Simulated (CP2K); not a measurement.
A self-consistent single point of Nb (Im-3m, 1 atom in the cell) with CP2K.

Method: CP2K with PBEsol, GPW, DZVP-MOLOPT-SR-GTH basis, GTH-PBE potentials (GTH_POTENTIALS).

```
Nb
1.0
    2.83016     0.00000     0.00000
   -0.94339     2.66830     0.00000
   -0.94339    -1.33415     2.31082
Nb
1
Direct
  0.00000   0.00000   0.00000
```

Reference input (self-consistent single point, DFT PBE, GPW, DZVP-MOLOPT-SR-GTH basis, GTH-PBE potentials (GTH_POTENTIALS)): CUTOFF = 500 Ry; REL_CUTOFF = 40 Ry; SMEAR/METHOD = GAUSSIAN; SIGMA = 0.05 eV; KPOINTS/SCHEME = MONKHORST-PACK 11 11 11; XC_FUNCTIONAL = PBE; Nb/BASIS_SET = DZVP-MOLOPT-SR-GTH-q13; Nb/POTENTIAL = GTH-PBE-q13; METHOD = GPW; EPS_DEFAULT = 1e-10; NGRIDS = 5; SCF_GUESS = ATOMIC. This run's input differs from it in these lines:

```diff
@@ -43,3 +43,6 @@
     &XC
-      &XC_FUNCTIONAL PBE
+      &XC_FUNCTIONAL
+        &PBE
+          PARAMETRIZATION PBESOL
+        &END PBE
       &END XC_FUNCTIONAL
```

Log, with long lists cut:

```
 SCF WAVEFUNCTION OPTIMIZATION

  Step     Update method      Time    Convergence         Total energy    Change
     1 NoMix/Diag. 0.30E+00      -     0.78231560       -57.3572189202 -5.74E+01
     2 Broy./Diag. 0.30E+00      -     0.05525397       -58.3805194906 -1.02E+00
     3 Broy./Diag. 0.30E+00      -     0.15974833       -57.5643961007  8.16E-01
     4 Broy./Diag. 0.30E+00      -     0.01241153       -57.0209926051  5.43E-01
     5 Broy./Diag. 0.30E+00      -     0.00269127       -57.0453356471 -2.43E-02
     6 Broy./Diag. 0.30E+00      -     0.00111487       -57.0321109265  1.32E-02
   [... 3 lines left out ...]
    10 Broy./Diag. 0.30E+00      -     0.00000239       -57.0348078976  1.37E-04
    11 Broy./Diag. 0.30E+00      -     0.00000301       -57.0348025920  5.31E-06
    12 Broy./Diag. 0.30E+00      -     0.00000011       -57.0347937996  8.79E-06
    13 Broy./Diag. 0.30E+00      -     0.00000005       -57.0347945331 -7.34E-07
  *** SCF run converged in    13 steps ***

  Overlap energy of the core charge distribution:               0.00000000000003
  Self energy of the core charge distribution:               -103.63917349953351
  Core Hamiltonian energy:                                     23.40419908545423
  Hartree energy:                                              30.03108161108607
  Exchange-correlation energy:                                 -6.83077868882061
  Smearing free energy correction:                             -0.00012304133674
  Fermi energy:                                                 0.53794511897823

  Total energy:                                               -57.03479453314733
  Total energy (extrapolated to sigma->0):                    -57.03473301247896

                     Mulliken Population Analysis

   [... lines left out ...]

 STRESS| Analytical stress tensor [bar]
 STRESS|                        x                   y                   z
 STRESS|      x        1.82520344177E+04   4.35068915802E+00   7.45638811828E+00
 STRESS|      y        4.35068915802E+00   1.82554362314E+04   1.05133113704E+01
 STRESS|      z        7.45638811828E+00   1.05133113704E+01   1.82668551244E+04
 STRESS| 1/3 Trace                                             1.82581085911E+04
```

The run converged in 13 iterations. Against the reference run the pressure goes from 7.28 to 1.83 GPa.

The starting cell has typed, rounded lattice constants, without a prior relaxation at this level. Its lattice was rescaled by a random factor within 2.5 % of one. Spin polarisation is off. Values carry the incompleteness of an atom-centred basis. The potentials were made for another functional than the one used.

Cost on one core of a shared machine: roughly 4 min.
